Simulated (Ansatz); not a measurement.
The parent structure is a 16-atom supercell of Mg in the hcp (Mg type) structure (space group P6_3/mmc, No. 194; a = 3.186 Å, c = 5.224 Å) at its relaxed geometry.

Calculations: PBE (Ansatz, a quantum-chemistry and plane-wave program, PAW, no SOC).

Before the change:

The pressure is 0.0 GPa and the mean distance from the defect site to its nearest host atoms is 319 pm.

It is then changed as follows: one Mg atom is replaced by Sc, atoms relaxed at fixed cell, starting from a slightly rattled geometry.

Q: What does the calculation give for the largest displacement of a host atom from its site in the perfect cell after the change?

A: The largest displacement of a host atom from its site in the perfect cell is 0.03 Å.

Q: How does this affect the pressure?

A: The pressure goes from zero to 0.2 GPa.

Q: How does this affect the mean distance from the defect site to its nearest host atoms?

A: The mean distance from the defect site to its nearest host atoms stays essentially unchanged (319 pm against 318 pm).

The cell is small, so the values are those of an ordered compound at a high defect concentration; dilute-limit values will differ. The final runs are not spin-polarised. The defect cell is not spin-polarised.
